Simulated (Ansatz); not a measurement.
# How the elastic constant C11 of cubic perovskite CsPbBr3 (cubic high-temperature phase) moves with the method

No measured value is used here.

```json
[
 {"level (code)": "LDA (Ansatz)", "value (GPa)": "62.2", "cell (Å³/atom)": "38.64"},
 {"level (code)": "PBE (Ansatz)", "value (GPa)": "42.7", "cell (Å³/atom)": "43.41"},
 {"level (code)": "r²SCAN (Ansatz)", "value (GPa)": "50.1", "cell (Å³/atom)": "42.02"},
 {"level (code)": "HSE06 (Ansatz)", "value (GPa)": "[?]", "cell (Å³/atom)": "42.56"}
]
```

Some entries are withheld; supply them.


- HSE06 (Ansatz, a quantum-chemistry and plane-wave program), value (GPa): 46.1

Density-functional levels without +SOC have no spin–orbit coupling. LDA, PBE, r²SCAN, HSE06: the relaxation could not lower the start's symmetry, so the cell can be a saddle point above a distorted one. Each level is taken at its own relaxed cell. Cutoffs differ between the levels. Ansatz's density-functional and Hartree–Fock values are scalar-relativistic unless marked +SOC, with PAW data made under PBE.
